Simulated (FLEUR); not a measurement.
Worked example: self-consistent single point of YB2 (P6/mmm, 3 atoms in the cell) in FLEUR.

Level of theory: PBEsol, all-electron FLAPW (FLEUR), scalar-relativistic valence in FLEUR.

The change in words: lattice scaled by 0.98. Reference geometry:
```
CELL_PARAMETERS angstrom
      3.30084     0.00000     0.00000
     -1.65042     2.85861     0.00000
      0.00000     0.00000     3.86250
ATOMIC_POSITIONS crystal
  Y  0.00000 0.00000 0.00000
  B  0.33333 0.66667 0.50000
  B  0.66667 0.33333 0.50000
```

Reference input (self-consistent single point, DFT, PBEsol, all-electron FLAPW (FLEUR), scalar-relativistic valence): Kmax = 3.8 1/bohr; GmaxXC = 11.4 1/bohr; xcFunctional = PBEs; jspins = 1; l_soc = F; mode = hist; fermiSmearingEnergy = 0.00367493 Htr; mesh (inpgen div1-3) = 8 8 6; inpgen gamma flag = true; Gmax = 11.4 1/bohr; numbands = 0; maxIterBroyd = 99. This run's input differs from it in these lines:

```diff
@@ -3,5 +3,5 @@
 &input film=f /
-3.3008398304 0.0000000394 0.0000000000
--1.6504199493 2.8586111272 0.0000000000
-0.0000000000 0.0000000000 3.8625000000
+3.2348230608 0.0000002359 0.0000000000
+-1.6174117347 2.8014388294 0.0000000000
+0.0000000000 0.0000000000 3.7852500000
 1.8897261246
@@ -45,5 +45,5 @@
          <bravaisMatrix>
-            <row-1>    6.2376832606271133     0.0000000744552093     0.0000000000000000</row-1>
-            <row-2>   -3.1188416947532174     5.4019921271420932     0.0000000000000000</row-2>
-            <row-3>    0.0000000000000000     0.0000000000000000     7.2990671562674994</row-3>
+            <row-1>    6.1129296464522938     0.0000004457863928     0.0000000000000000</row-1>
+            <row-2>   -3.0564652092971945     5.2939521423860221     0.0000000000000000</row-2>
+            <row-3>    0.0000000000000000     0.0000000000000000     7.1530858131421500</row-3>
          </bravaisMatrix>
```

Output (repeated stretches shortened):

```
 Iteration:     1   Distance:      12.20298593 me/bohr^3
 Iteration:     2   Distance:      11.08031809 me/bohr^3
 Iteration:     3   Distance:       4.91335572 me/bohr^3
 Iteration:     4   Distance:       4.70529172 me/bohr^3
 Iteration:     5   Distance:       0.90302357 me/bohr^3
   [... 6 lines left out ...]
 Iteration:    12   Distance:       0.00036579 me/bohr^3
 Iteration:    13   Distance:       0.00001060 me/bohr^3
 Iteration:    14   Distance:       0.00001131 me/bohr^3
 Iteration:    15   Distance:       0.00000044 me/bohr^3
 Run finished successfully
 Stop message:
   Structural relaxation: Done

[file out, last iteration]
             iter=     16
[...]
          total density-effective poten   -5.5551310157E+03
          total charge density-energy d   -1.1572655535E+02
 Updated energy parameters for spin:           1
[...]
 fermi energy and band-weighting factors:

[...]
FERMIE:
          first approx. to ef    (T=0)  :   0.370605 htr   (energy of the highest occ. eigenvalue)
          number of occ. states  (T=0)  :        336
          first approx. to seigv (T=0)  :  -2.521768 htr
          sum of weights of occ. states :   8.518229
          sum of semicore charge        :   0.000000 e
FERHIS:  Fermi-Energy by histogram:
          bandgap                     :   0.001124 htr
   [... lines left out ...]
          charge neutrality (T=0)     :   0.036458    (zero if the highest occ. eigenvalue is "entirely" occupied)
     EF_NEWTON:  Adjust Fermi-Energy by Newton-Method.
 Direct bandgap for spin            1 :    4.2139409657044991E-002  Htr
 ---->    free energy=                     -3433.2749886328 htr
   [... lines left out ...]
      extrapolation for T->0
 ---->    total electron energy=           -3433.2744314277 htr
 ***** TOTAL FORCES ON ATOMS *****
 TOTAL FORCE FOR ATOM TYPE=  1  X=  0.000   Y=  0.000   Z=  0.000
                       FX_TOT= 0.000000 FY_TOT= 0.000000 FZ_TOT= 0.000000
 TOTAL FORCE FOR ATOM TYPE=  2  X=  3.056   Y= -1.765   Z=  3.577
                       FX_TOT= 0.000000 FY_TOT= 0.000000 FZ_TOT= 0.000000
 Structural relaxation: Done
```

The run converged in 15 iterations. FLEUR gives forces in its relaxation mode, with a further iteration, so its stop message speaks of a relaxation. Against the reference run the free energy rises by 3.3 meV/atom.

The starting cell comes from a database of computed structures (which also holds hypothetical and non-ambient phases and stackings), without a prior relaxation at this level. For this run, on top of that: lattice scaled by 0.98. Values depend on the basis (sphere radii, cutoffs, local orbitals), which need not be converged. The log's line on a gap gives a spacing of levels on this mesh, which the program prints for metals too.
